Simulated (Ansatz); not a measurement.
Start from NiSi2 (space group Fm-3m, No. 225; non-magnetic).

```
NiSi2
1.0
    0.00000     2.69349     2.69349
    2.69349     0.00000     2.69349
    2.69349     2.69349     0.00000
Ni Si
1 2
Direct
  0.00000   0.00000   0.00000
  0.25000   0.25000   0.25000
  0.75000   0.75000   0.75000
```

Computed with Ansatz (a program for electronic structure) r2SCAN, no spin-orbit coupling.

One change was made to it. Results:

| quantity | base | after |
|---|---|---|
| density | 4.88 g/cm³ | 4.97 g/cm³ |
| shortest interatomic distance | 2.333 Å | 2.319 Å |

Q: What was done to the base?
A. pressure 0.7 GPa
B. pressure 3 GPa
C. pressure −1 GPa

A: B, pressure 3 GPa. For comparison, the density in the other runs: pressure −1 GPa gives 4.85 g/cm³; pressure 0.7 GPa gives 4.90 g/cm³.

Load acts through the strain it causes; cell and atoms are relaxed under it. No phonon test of stability was made. Seeded moments were not kept for the base. All final runs are without spin polarisation.
